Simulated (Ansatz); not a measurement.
Structures of equal composition on the (000-1) surface of 4H silicon carbide (C plane on top): (√3x√3)R30° In adatom at H3; (√3x√3)R30° In adatom at T4. The slabs share one bottom face, and each structure is named by its start. These are constructed structures in small cells; real faces may alloy, dewet or reconstruct in larger ones, and not all known structures of the face are among them. Slabs of about 11 Å, Fermi-Dirac smearing of 0.025 eV. Bottom of the slabs: H caps. Relaxed from the named starts with such symmetry as they have, on meshes of like density; energies extrapolated to zero smearing; spin only where a row says so; no spin-orbit coupling, no U. Brackets mark spin-polarised runs, whose order is one that fits the cell. Where a second, spin-polarised start was run, the lower counts.

Computed with PBE (plane waves to 420 eV, PAW; Ansatz, an electronic-structure program).

Question: Rank these by energy per 1x1 cell (lowest first), as PBE gives it.

Answer: (√3x√3)R30° In adatom at H3 (0.000 eV, gap 0.62 eV on the mesh), (√3x√3)R30° In adatom at T4 (0.123 eV, gap 0.45 eV on the mesh)
